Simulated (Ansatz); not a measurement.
A computed series for BN: response to strain

The reference is BN in the wurtzite structure (space group P6_3mc, No. 186; a = 2.523 Å, c = 4.175 Å). Axes: x lies along a and z along c of the hexagonal cell.

Strains are applied to the cell and any free atomic positions relax.

All numbers come from Ansatz (a first-principles code), LDA, PAW, cutoff 420 eV, no SOC.

```
uniaxial strain ε_zz (%)  band gap (eV)
------------------------  -------------
-3                                 5.07
-2.4                               5.03
-1.8                               5.00
-1.2                                  ?
-0.6                               4.95
0                                  4.93
```

Q: Fit E_g = E₀ + Dε (ε in %) to the rows shown and predict the withheld row.

A: Least squares on the printed values gives E₀ = 4.92 eV, D = -45.7 meV per % of strain (largest residual 0.01 eV); this predicts 4.98 eV, and the run gives 4.97 eV, in agreement.

Whether these cells are dynamically stable was not tested.
